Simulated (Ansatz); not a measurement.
Consider the following.

```
Ge
1.0
    0.00000     2.88257     2.88257
    2.88257     0.00000     2.88257
    2.88257     2.88257     0.00000
Ge
2
Direct
  0.00000   0.00000   0.00000
  0.25000   0.25000   0.25000
```

Computed with r2SCAN with spin-orbit coupling, rigid bands (plane waves, PAW; Ansatz, a program for electronic structure). Condition of this run: hydrostatic pressure of -2.8 GPa (compression positive) (the target of the relaxation). Cell: cell and atoms relaxed with PBEsol, then loaded as said.

Question: Is this a good metal at this level?

Answer: No. No gap is resolved, and few carriers conduct, as in a semimetal or a zero-gap semiconductor. N(E_F) = 0.00116 states/eV a cell at 300 K and the Drude plasma energy along the best axis is 0.134 eV, several times under that of a simple or noble metal.
